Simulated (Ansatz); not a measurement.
BeS (model structure, started from the CdTe type, P6₄22, No. 181, 6 atoms in the cell), treated with PBEsol (PAW; Ansatz, a first-principles code).

Numerical settings: plane-wave cutoff 520 eV, 12×12×4 k mesh (along the axes of the cell as run), Fermi–Dirac smearing 0.01 eV, scalar-relativistic PAW data made under PBE.

Computed at the level's own relaxed cell.

```
CELL_PARAMETERS angstrom
      3.42364     0.00000     0.00000
     -1.71182     2.96496     0.00000
      0.00000     0.00000     7.74593
ATOMIC_POSITIONS crystal
  Be 0.00000 0.50000 0.66667
  Be 0.50000 0.50000 0.00000
  Be 0.50000 0.00000 0.33333
  S  0.00000 0.50000 0.16667
  S  0.50000 0.50000 0.50000
  S  0.50000 0.00000 0.83333
```

Problem. List the 15 lowest band energies at Γ above −25 eV (eV, relative to the valence band maximum), grouping those that round alike.

Solution. At Γ: -14.68, -13.11 (×2), -4.95 (×2), -2.76, -1.20 (×2), -0.68 (×2), -0.32, 0.00, 3.91 (×2), 4.81.

Note: the relaxation could raise the start's symmetry but not lower it, so the cell can be a saddle point.

A model structure was made by putting elements into a prototype or built by hand; it is no filed structure, need not be a known phase, and can be a saddle point held by its symmetry.
